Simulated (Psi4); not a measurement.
Psi4 1.11, TPSS/def2-svpd: Pb(Br) ([Br][Pb+]), charge +1, multiplicity 1, 2 atoms. The geometry is a generated start, not checked to be a minimum at this level.

```
Quantity                                              Value
--------------------------  -------------------------------
task                                                 energy
method                                                 tpss
basis                                             def2-svpd
memory                                                 3 GB
maxiter                                                 100
keys of the molecule block                      symmetry c1
scf_type                                       df (default)
guess                        auto, which took SAD (default)
scf_initial_accelerator                     adiis (default)
e_convergence                               1e-06 (default)
d_convergence                               1e-06 (default)
dft_radial_points                              75 (default)
dft_spherical_points                          302 (default)
effective core potentials   those of the basis set, past Kr
basis functions                                          73
grid points                                           42921
```

```xyz
2

Pb    -0.8186    -0.6106    -0.6974
Br     0.8186     0.6106     0.6974
```

Charge 1 and multiplicity 1 are set for this test and not shown to be the ground state.

One run each on 2 threads. Values of diis_max_vecs tried: 3, 6, 10 (default), 20.

Predict the course of the SCF iterations along this series.

Fewest SCF iterations, within one of each other: 6 with 8, 10 (default) with 8, 20 with 8. The count rises to 13 at 3. All converge to one solution.

```csv
diis_max_vecs,SCF iterations,end
3,13,same solution
6,8,same solution
10 (default),8,same solution
20,8,same solution
```
